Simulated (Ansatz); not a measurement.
The starting structures come from a database of crystals and need not be the phases stable at ambient conditions.

The decay constant κ of evanescent states in the gap governs leakage through a thin film.

Data:

```xyz
2
Lattice="4.1747 0.0000 0.0000 0.0000 4.1747 0.0000 2.0874 2.0874 3.0405" Properties=species:S:1:pos:R:3 pbc="T T T"
In     0.0000     0.0000     0.0000
P      4.1747     2.0874     1.5203
```

The cell is strained (lengths along the current scaled by 1.03, ions clamped); by r2SCAN it stands under a pressure of -1.8 GPa.

Transport runs along the normal of the first two printed cell vectors, the (001) (indices of the unstrained crystal) plane of the conventional cell.

No gap correction and no spin-orbit coupling; mid-gap is the computed energy nearest the middle.

Question: Give the band gap and the smallest decay constant κ at mid-gap that r2SCAN run with Ansatz (a program for electronic structure) yields.

Answer: Gap 0.81 eV on a 10×10×10 mesh; κ = 0.064 1/Å, at the zone centre.
